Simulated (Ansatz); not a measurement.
# Sr2TaNO3 (Immm, No. 71, 7 atoms in the cell; start mp-1218704)

Level of theory: r²SCAN0 (plane waves, PAW; Ansatz, a program for electronic structure).

Settings: plane-wave cutoff 520 eV, 8×8×8 k mesh, Fermi–Dirac smearing 0.01 eV, scalar-relativistic PAW data made under PBE.

Cell (relaxed with PBEsol):

Sr$_{2}$TaNO$_{3}$ is taken in the orthorhombic space group Immm (No. 71), Pearson symbol oI14. Cell: a = 3.991 Å, b = 4.050 Å, c = 12.552 Å, α = β = γ = 90.00°. Sr on 4i has 1 O at 2.433 Å and 6 O at 2.721–2.851 Å and 2 N at 2.699 Å. Ta on 2a is coordinated by 4 O at 1.996–2.026 Å and 2 N at 2.025 Å (octahedral). N on 2d has 2 Ta at 2.025 Å and 4 Sr at 2.699 Å (octahedral). O1 on 4i has 1 Ta at 2.026 Å and 1 Sr at 2.433 Å and 4 Sr at 2.851 Å (octahedral). O2 on 2b sees 2 Ta at 1.996 Å and 4 Sr at 2.721 Å (octahedral). (Neighbours: up to the widest gap in distance over summed covalent radii, below 1.35, at either atom; cation-cation and far metal-metal contacts left out.)
(The calculation used a cell of 7 atoms; values per cell refer to that cell.)

For Sr2TaNO3 (Immm, No. 71, 7 atoms in the cell; start mp-1218704), the band gap is 2.77 eV (on the SCF k mesh).

Note: cell and atoms aren't relaxed at this level (largest force component 0.35 eV/Å, pressure -0.7 GPa).

Spin–orbit coupling is not included.

A start named mp-… is a Materials Project structure, which need not be a measured phase.
